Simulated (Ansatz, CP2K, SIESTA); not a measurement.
## Code comparison for Ba₃Bi₂ (P1, 5 atoms in the cell)

Self-consistent single point, at a second geometry (atoms moved at random). First geometry:

```
CELL_PARAMETERS angstrom
      6.46279     0.00000     0.00000
      0.00000     6.46279     0.00000
      0.00000     0.00000     6.46279
ATOMIC_POSITIONS crystal
  Ba 0.00000 0.50000 0.50000
  Ba 0.50000 0.00000 0.50000
  Ba 0.50000 0.50000 0.00000
  Bi 0.00000 0.00000 0.00000
  Bi 0.50000 0.50000 0.50000
```

Second geometry:
```yaml
crystal:
  lattice:
    - [6.46279, 0.00000, 0.00000]
    - [0.00000, 6.46279, 0.00000]
    - [0.00000, 0.00000, 6.46279]
  atoms:
    - { symbol: Ba, position: [0.99773, 0.50149, 0.49532] }
    - { symbol: Ba, position: [0.50227, 0.00288, 0.49895] }
    - { symbol: Ba, position: [0.50307, 0.49967, 0.00600] }
    - { symbol: Bi, position: [0.99836, 0.99461, 0.00117] }
    - { symbol: Bi, position: [0.49858, 0.50134, 0.49856] }
```

Shared settings, as Ansatz (an electronic-structure program) writes them: kpoints.mp_grid.grid = 5 5 5; scf.occupations.method = fermi_dirac; scf.occupations.width = 0.05 eV. Potentials and cutoffs stand in the table.

```tsv
code	model	ΔF from the first geometry (meV/atom)	pressure (GPa)	largest force (eV/Å)	cutoff
Ansatz	LDA (PW92), PAW files made with PBE	1.8	-0.64	0.367	default
CP2K	LDA (Pade form), GPW, DZVP-MOLOPT-SR-GTH basis, GTH-PADE potentials (GTH_POTENTIALS)	2.1	0.04	0.431	grid 500 Ry
SIESTA	LDA PW92, numerical atomic orbitals DZP, PseudoDojo LDA standard norm-conserving potentials (rewritten from UPF to PSML)	3.1	3.65	0.609	grid 300 Ry
```

Size of the force on each atom (eV/Å): Sizes of forces hide their directions.

```
code      Ba1    Ba2    Ba3    Bi4    Bi5
------  -----  -----  -----  -----  -----
Ansatz  0.090  0.101  0.367  0.058  0.294
CP2K    0.106  0.118  0.431  0.057  0.344
SIESTA  0.133  0.155  0.609  0.052  0.513
```

On Ansatz's run: spin-orbit coupling is off.

The spread over the programs that give each value: ΔF from the first geometry within 1.3 meV/atom; pressure within 4.29 GPa; largest force within 0.242 eV/Å.

CP2K and SIESTA use small atom-centred bases, whose incompleteness enters pressures, forces and empty levels differently from a plane-wave cutoff. Ansatz's pressure is given at a fixed set of plane waves, as the other plane-wave codes print theirs.

The starting cell comes from a database of computed structures (which also holds hypothetical and non-ambient phases and stackings), without a prior relaxation at this level. Its lattice was rescaled by a random factor within 2.5 % of one. For this run, on top of that: atoms moved at random.

Keys are those of Ansatz 0.2.
